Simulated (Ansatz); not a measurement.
Take LuBi in the rock salt structure (space group Fm-3m, No. 225; a = 6.1320 Å; a cell from a computed database, its experimental status unchecked; relaxed with 0.1 eV smearing) as the base. Axes: x, y, z lie along the cube axes.

Calculations: Kohn–Sham DFT with the PBEsol functional, run in Ansatz (a first-principles code) with PAW and 420 eV plane waves, no SOC.

A first run, uniaxial strain ε_xx = +2.46 %, gives secant values C11 ≈ 130 GPa and C12 ≈ 16 GPa from its stress. A second run applies isotropic strain −2.93 %.

Q: What does linear elasticity predict for the bulk modulus −ΔP/(ΔV/V₀) in the second run, and what does the run give?

A: Linear elasticity: (C11 + 2 C12)/3 = 54 GPa. The run gives 77 GPa; any difference comes from nonlinear terms at these strains and numerical noise.

Stability against distortions was not tested.
